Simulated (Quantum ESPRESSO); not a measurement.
A self-consistent single point of MgS (F-43m, 2 atoms in the cell) with Quantum ESPRESSO.

Method: PBEsol, PseudoDojo standard norm-conserving (PBESOL) pseudopotentials (plane waves; Quantum ESPRESSO).

The change in words: lattice scaled by 0.98. Reference geometry:
```
MgS
1.0
   -2.83312     0.00000     2.83312
    0.00000     2.83312     2.83312
   -2.83312     2.83312     0.00000
Mg S
1 1
Direct
  0.00000   0.00000   0.00000
  0.75000   0.75000   0.75000
```

Reference input (self-consistent single point, DFT, PBEsol, plane waves, PseudoDojo standard norm-conserving (PBESOL) pseudopotentials): ecutwfc = 85 Ry; occupations = fixed; potentials = {Mg: Mg.upf, S: S.upf}; K_POINTS = automatic 10 10 10 0 0 0; nbnd = 12; conv_thr = 1e-10 Ry; mixing_beta = 0.7. This run's input differs from it in these lines:

```diff
@@ -10,3 +10,3 @@
     ibrav = 2
-    celldm(1) = 10.70764176
+    celldm(1) = 10.49349043
     nat = 2
@@ -26,3 +26,3 @@
 Mg    0.00000000    0.00000000    0.00000000
-S    -4.24968000    4.24968000    4.24968000
+S    -4.16468700    4.16468700    4.16468700
 K_POINTS {automatic}
```

Output, abridged:

```
     Self-consistent Calculation

     iteration #  1     ecut=    85.00 Ry     beta= 0.70

     Threshold (ethr) on eigenvalues was too large:
     Diagonalizing with lowered threshold

     total energy              =    -140.81749623 Ry
     estimated scf accuracy    <       0.11192746 Ry

     iteration #  2     ecut=    85.00 Ry     beta= 0.70

     total energy              =    -140.84523428 Ry
     estimated scf accuracy    <       0.02281911 Ry

     iteration #  3     ecut=    85.00 Ry     beta= 0.70

     total energy              =    -140.84963284 Ry
     estimated scf accuracy    <       0.00043427 Ry

   [... 5 blocks of this kind left out ...]

     iteration #  9     ecut=    85.00 Ry     beta= 0.70

     total energy              =    -140.84965524 Ry
     estimated scf accuracy    <          1.9E-10 Ry

     iteration # 10     ecut=    85.00 Ry     beta= 0.70
     End of self-consistent calculation

     highest occupied, lowest unoccupied level (ev):     3.5488    7.1242

!    total energy              =    -140.84965524 Ry
     estimated scf accuracy    <          2.6E-12 Ry

     convergence has been achieved in  10 iterations

     Forces acting on atoms (cartesian axes, Ry/au):

     atom    1 type  1   force =     0.00000000   -0.00000000    0.00000000
     atom    2 type  2   force =     0.00000000    0.00000000    0.00000000

     Total force =     0.000000     Total SCF correction =     0.000000

          total   stress  (Ry/bohr**3)                   (kbar)     P=       34.21
   0.00023259  -0.00000000  -0.00000000           34.21       -0.00       -0.00
   0.00000000   0.00023259  -0.00000000            0.00       34.21       -0.00
  -0.00000000  -0.00000000   0.00023259           -0.00       -0.00       34.21

   JOB DONE.
```

The run converged in 10 iterations. Against the reference run the free energy goes up by 11.8 meV/atom, the pressure goes from -0.42 to 3.42 GPa and the gap on the mesh goes from 3.276 to 3.575 eV.

The starting cell comes from a database of computed structures (which also holds hypothetical and non-ambient phases and stackings), without a prior relaxation at this level. For this run, on top of that: lattice scaled by 0.98. With a pressure of about 3 GPa the cell is away from its equilibrium volume at this level.

Cost on one core of a shared machine: roughly 70 s.
